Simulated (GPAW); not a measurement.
Worked example: self-consistent single point of CoSi2 (Fm-3m, 3 atoms in the cell) in GPAW.

Method of the run: PBE, GPAW PAW datasets PBE (gpaw-data 1.0.1) (plane waves; GPAW).

The change in words: lattice scaled by 0.98. Reference geometry:
```xyz
3
Lattice="0.0000 2.7026 2.7026 2.7026 0.0000 2.7026 2.7026 2.7026 0.0000" Properties=species:S:1:pos:R:3 pbc="T T T"
Co     0.0000     0.0000     0.0000
Si     4.0540     4.0540     4.0540
Si     1.3513     1.3513     1.3513
```

Reference input (self-consistent single point, DFT PBE, plane waves, GPAW PAW datasets PBE (gpaw-data 1.0.1)): mode = pw; ecut = 800 eV; xc = PBE; kpts = 9 9 9; mesh shift (steps) = 0 0 0; occupations.name = fermi-dirac; occupations.width = 0.136 eV; nbands = -11; convergence.forces = 0.001 eV/Å; symmetry.symmorphic = false; symmetry.tolerance = 0.0005; maxiter = 120. This run's input differs from it in these lines:

```diff
@@ -5,5 +5,5 @@
 atoms = Atoms(['Co', 'Si', 'Si'],
-              cell=[[0.000000, 2.702642, 2.702642],
-                    [2.702642, 0.000000, 2.702642],
-                    [2.702642, 2.702642, 0.000000]],
+              cell=[[0.000000, 2.648589, 2.648589],
+                    [2.648589, 0.000000, 2.648589],
+                    [2.648589, 2.648589, 0.000000]],
               scaled_positions=[[0.000000, 0.000000, 0.000000],
```

Log, with long lists cut:

```
     iter     time        total  log10-change:
                         energy   eigst   dens  force
iter:   1 --:--:--   -21.303039
iter:   2 --:--:--   -20.896167   -0.72  -0.94
iter:   3 --:--:--   -20.608043   -1.29  -0.98
iter:   4 --:--:--   -20.449291   -2.58  -1.09
iter:   5 --:--:--   -20.447490   -1.89  -1.42
iter:   6 --:--:--   -20.445539c  -2.10  -1.84
iter:   7 --:--:--   -20.409661   -3.11  -1.77
iter:   8 --:--:--   -20.409262   -4.27  -2.75
iter:   9 --:--:--   -20.409081c  -4.20  -2.90
iter:  10 --:--:--   -20.409095c  -5.81  -3.03
iter:  11 --:--:--   -20.408980c  -5.06  -3.09
iter:  12 --:--:--   -20.409000c  -6.35  -3.48
iter:  13 --:--:--   -20.409010c  -7.13  -3.64
iter:  14 --:--:--   -20.409005c  -7.85c -3.78
iter:  15 --:--:--   -20.408997c  -6.76  -3.87
iter:  16 --:--:--   -20.408997c  -8.20c -5.25c
iter:  17 --:--:--   -20.408997c  -9.05c -5.25c -16.69c
Converged after 17 iterations.

Dipole moment: (-0.000000, -0.000000, -0.000000) |e|*Ang

Energy contributions relative to reference atoms: (reference = -53675.398406)

Kinetic:        +25.912987
Potential:      -19.101697
External:        +0.000000
XC:             -27.119746
Entropy (-ST):   -0.066300
Local:           -0.067390
SIC:             +0.000000
--------------------------
Free energy:    -20.442147
Extrapolated:   -20.408997

Showing only first 2 kpts
 Kpt  Band  Eigenvalues  Occupancy
  0     6     11.18801    0.00071
  0     7     13.51931    0.00000
  0     8     13.51931    0.00000
  0     9     13.51931    0.00000

  1     6     11.40260    0.00015
  1     7     11.66914    0.00002
  1     8     11.66914    0.00002
  1     9     12.59095    0.00000

Fermi level: 10.10864

No gap
No difference between direct/indirect transitions
Energy (eV): -20.408997

Forces in eV/Ang:
  0 Co    0.00000    0.00000    0.00000
  1 Si    0.00000    0.00000    0.00000
  2 Si   -0.00000   -0.00000    0.00000

Stress tensor:
    -0.053023     0.000000     0.000000
     0.000000    -0.053023    -0.000000
     0.000000    -0.000000    -0.053023
Stress (GPa, Voigt): [-8.4952 -8.4952 -8.4952 -0.      0.      0.    ]
```

The run converged in 17 iterations. GPAW prints stress with tension positive. Against the reference run the free energy rises by 12.2 meV/atom and the pressure goes from -2.97 to 8.50 GPa.

The starting cell comes from a database of computed structures (which also holds hypothetical and non-ambient phases and stackings), without a prior relaxation at this level. Its lattice was rescaled by a random factor within 2.5 % of one. For this run, on top of that: lattice scaled by 0.98. Spin polarisation is off. With a pressure of about 8 GPa the cell is away from its equilibrium volume at this level.
